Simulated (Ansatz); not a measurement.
# What biaxial strain +3.48 %, plane normal [001], relaxed out of plane does to WP

Consider WP (space group Pnma, No. 62; a = 5.6890 Å, b = 3.2251 Å, c = 6.2237 Å). Axes: x, y, z lie along a, b, c of the conventional cell.

Perturbation: tensile biaxial strain of 3.48 % in the plane normal to [001], as in epitaxy on a mismatched substrate; the out-of-plane cell vector and the atoms relax.

Calculations: Kohn–Sham DFT with the PBEsol functional, run in Ansatz (a program for electronic structure) with PAW and 420 eV plane waves, without spin-orbit coupling. Γ-centred 14×8×8 mesh, Fermi–Dirac width 0.05 eV, for the changed cell.

```csv
quantity,base,changed,shift
space group,Pnma (No. 62),Pnma (No. 62),–
shortest interatomic distance,2.456 Å,2.472 Å,+0.0153 Å
"pressure (mean of the normal stresses, compression positive)",0.0 GPa,-6.5 GPa,-6.5 GPa
band gap,zero,zero,–
out-of-plane strain (rough),–,-2.73 %,–
mean in-plane stress (compression positive) (rough),–,-9.7 GPa,–
```

Final structure (turned so that z lies along the plane normal):

```
CELL_PARAMETERS angstrom
      3.33731     0.00000     0.00000
      0.00000     5.88696     0.00000
      0.00000     0.00000     6.05360
ATOMIC_POSITIONS crystal
  P  0.75000 0.69018 0.57019
  P  0.25000 0.30982 0.42981
  P  0.25000 0.80982 0.07019
  P  0.75000 0.19018 0.92981
  W  0.75000 0.01574 0.31242
  W  0.25000 0.98426 0.68758
  W  0.25000 0.48426 0.81242
  W  0.75000 0.51574 0.18758
```

Without a gap, meshes like the base's 8×14×8 leave anisotropic stresses uncertain by several tenths of a GPa, and small strain energies with them. No phonon test of stability was made. The final runs are not spin-polarised.
